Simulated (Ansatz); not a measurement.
Start from BaTiO$_{3}$ (space group P4mm, No. 99; a = 3.973 Å, c = 4.112 Å). Axes: x, y, z lie along a, b, c of the conventional cell.

The values are results of Kohn–Sham DFT with the r2SCAN functional, run in Ansatz (a program for electronic structure) with PAW and 500 eV plane waves, no spin-orbit coupling, earlier PAW set, not measurements.

Strains are applied to the cell and any free atomic positions relax; under biaxial strain the out-of-plane vector relaxes too; under stress the whole cell relaxes.

One change was made to it. Results:

```csv
quantity,base,after
shortest interatomic distance,1.822 Å,1.785 Å
smallest direct gap,2.70 eV,3.20 eV
energy relative to the base (free energy F),0 meV/atom,+41 meV/atom
```

Problem. Name the change that was made.
A. biaxial strain −0.74 %, plane normal [001], relaxed out of plane
B. biaxial strain −4.36 %, plane normal [001], relaxed out of plane
C. uniaxial stress, 3 GPa compression along x

Solution. B, biaxial strain −4.36 %, plane normal [001], relaxed out of plane. For comparison, the energy relative to the base in the other runs: biaxial strain −0.74 %, plane normal [001], relaxed out of plane gives +1.3 meV/atom; uniaxial stress, 3 GPa compression along x gives +1.6 meV/atom.

Beyond what the load breaks, stability against distortions was not tested. All final runs are without spin polarisation.
